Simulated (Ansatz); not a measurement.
## Response to strain in ZnGeP2

Take ZnGeP2 in the chalcopyrite structure (space group I-42d, No. 122) as the base.

```
ZnGeP2
1.0
   -2.71213     2.71213     5.35485
    2.71213    -2.71213     5.35485
    2.71213     2.71213    -5.35485
Zn Ge P
2 2 4
Cartesian
  0.00000   0.00000   0.00000
  0.00000   2.71213   2.67743
  0.00000   0.00000   5.35485
  2.71213   0.00000   2.67743
  1.34706   1.35607   6.69357
  1.35607  -1.34706   4.01614
  1.36507   1.35607   1.33871
  1.35607   4.05920  -1.33871
```

Cartesian axes are those of the cell as printed.

Strains are applied to the cell and any free atomic positions relax.

Calculations: Ansatz (an electronic-structure program) PBEsol, no spin-orbit coupling.

Candidates:
(a) uniaxial strain ε_xx = −3.00 %
(b) uniaxial strain ε_xx = −1.50 %
(c) uniaxial strain ε_xx = −2.25 %
(d) uniaxial strain ε_xx = −0.75 %

Notes on the quantities. energy relative to the base: free energy F.

Order them by energy relative to the base, lowest first.

(d) uniaxial strain ε_xx = −0.75 % (+0.5 meV/atom), (b) uniaxial strain ε_xx = −1.50 % (+1.8 meV/atom), (c) uniaxial strain ε_xx = −2.25 % (+4.1 meV/atom), (a) uniaxial strain ε_xx = −3.00 % (+7.4 meV/atom)

Whether these cells are dynamically stable was not tested.
